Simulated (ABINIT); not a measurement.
Band structure of ZrS (Fm-3m, 2 atoms in the cell).

```yaml
crystal:
  lattice:
    - [0.00000, 2.62351, 2.62351]
    - [2.62351, 0.00000, 2.62351]
    - [2.62351, 2.62351, 0.00000]
  atoms:
    - { symbol: Zr, position: [0.00000, 0.00000, 0.00000] }
    - { symbol: S, position: [0.50000, 0.50000, 0.50000] }
```

Level of theory: PBEsol, norm-conserving pseudopotentials (PseudoDojo nc-sr-04 PBEsol standard) (plane waves; ABINIT 10.0.3).

Settings: pseudos = [Zr.upf, S.upf]; ecut = 33 Ha; occopt = 7; tsmear = 0.00999582 Ha; ngkpt = 11 11 11; nshiftk = 1; shiftk = 0 0 0; potentials = PseudoDojo nc-sr-04 PBEsol standard; kptopt = 1; nstep = 80; tolvrs1 = 1e-11; ndtset = 2; getden2 = 1.

The starting cell comes from a database of computed structures (which also holds hypothetical and non-ambient phases and stackings), without a prior relaxation at this level.

Levels in eV from the Fermi level, bands 6 to 13:
```
point      6      7      8      9     10     11     12     13
-----  -----  -----  -----  -----  -----  -----  -----  -----
Γ      -3.50  -3.50  -3.50  -1.37  -1.37  -1.37  -0.69  -0.69
X      -6.26  -4.45  -4.45  -3.46   0.50   2.37   2.37   2.75
W      -6.12  -5.92  -5.92   0.03   0.03   1.75   2.35   2.39
K      -6.31  -6.13  -5.28  -1.48   1.78   1.98   2.41   2.52
L      -8.03  -5.96  -5.96   1.47   1.47   1.78   1.87   5.63
U      -6.31  -6.13  -5.28  -1.48   1.78   1.98   2.41   2.52
```

Bands cross the Fermi level along this path, so the cell is metallic at this level.
